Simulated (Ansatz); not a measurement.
**GaSb: biaxial strain −0.83 %, plane normal [111], relaxed out of plane**

Base system: GaSb in the zinc blende structure (space group F-43m, No. 216; a = 6.132 Å). Axes: x, y, z lie along the cube axes.

Modification: compressive biaxial strain of 0.83 % in the plane normal to [111], as in epitaxy on a mismatched substrate; the out-of-plane cell vector and the atoms relax.

Level of theory: r2SCAN, PAW, 500 eV (Ansatz, a quantum-chemistry and plane-wave program; no spin-orbit coupling). k-mesh 13×13×13 (Γ-centred); smearing 0.05 eV (Fermi–Dirac).

| quantity | base | changed | shift |
|---|---|---|---|
| volume per atom | 28.83 Å³ | 28.46 Å³ | -0.37 Å³ |
| energy relative to the base (free energy F) | 0 meV/atom | +1.6 meV/atom | +1.6 meV/atom |
| pressure (mean of the normal stresses, compression positive) | 0.01 GPa | 0.72 GPa | +0.71 GPa |
| band gap | 0.41 eV | 0.47 eV | +0.06 eV |
| gap character | direct at Γ | direct at Γ | – |
| electron mass | 0.023 mₑ (at Γ) | 0.028 mₑ (at Γ) | – |
| valence-band top at Γ (three highest levels, from the VBM) | 0.00, 0.00, 0.00 eV | 0.00, 0.00, -0.10 eV | – |
| valley order (the lowest conduction-band minima on the path, energy above the VBM, named in the base's zone) | Γ 0.41 eV; L along ⟨111⟩ 0.68 eV; a point along ⟨100⟩, about 0.9 Å⁻¹ from Γ 1.10 eV | Γ 0.47 eV; L along [1-11] 0.64 eV; L along [111] 0.80 eV; a point along [100], about 0.9 Å⁻¹ from Γ 1.04 eV | – |
| out-of-plane strain | – | +0.37 % | – |
| ratio −ε⊥/ε∥ | – | 0.45 | – |
| mean in-plane stress (compression positive) | – | +1.1 GPa | – |

Spin-orbit coupling, missing from the scalar runs, can matter with Sb. Masses are band curvatures over ±0.01 Å⁻¹ around the edge. Stability against distortions was not tested. Labels are those of the standard path for the cell's own space group.
